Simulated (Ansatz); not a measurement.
# Ti3GeC2 under a change: pressure −1 GPa

Take Ti3GeC2 (space group P6_3/mmc, No. 194; a = 3.065 Å, c = 17.700 Å; a cell from a computed database, its experimental status unchecked) as the base.

Modification: hydrostatic tension (pressure −1 GPa).

Computed with PBEsol in Ansatz (plane waves to 420 eV, PAW, scalar-relativistic without spin-orbit coupling). Γ-centred 14×14×3 mesh, Fermi–Dirac width 0.05 eV.

```tsv
quantity	base	changed	shift
volume per atom	12.00 Å³	12.06 Å³	+0.06 Å³
density	5.54 g/cm³	5.51 g/cm³	-0.03 g/cm³
lattice parameter a	3.065 Å	3.070 Å	+0.005 Å
c/a ratio	5.775	5.776	+0.001
shortest interatomic distance	2.074 Å	2.076 Å	+0.002 Å
enthalpy H = E + PV relative to the base's energy	–	-0.08 eV/atom	–
band gap	zero	zero	–
```

Final structure:

```xyz
12
Lattice="3.0702 0.0000 0.0000 -1.5351 2.6589 0.0000 0.0000 0.0000 17.7338" Properties=species:S:1:pos:R:3 pbc="T T T"
Ti     1.5351     0.8863    15.3833
Ti     0.0000     1.7726     2.3505
Ti     0.0000     1.7726     6.5164
Ti     1.5351     0.8863    11.2174
Ti     0.0000     0.0000     0.0000
Ti     0.0000     0.0000     8.8669
Ge     0.0000     0.0000    13.3004
Ge     0.0000     0.0000     4.4335
C      1.5351     0.8863     7.5977
C      0.0000     1.7726    10.1361
C      0.0000     1.7726    16.4646
C      1.5351     0.8863     1.2692
```

Cost of the whole job for the changed cell (relaxation, final SCF and bands): about 2.8 core-minutes (a rough figure).

Load acts through the strain it causes; cell and atoms are relaxed under it. No phonon test of stability was made. The final runs are not spin-polarised.

Ansatz is a program for electronic structure.
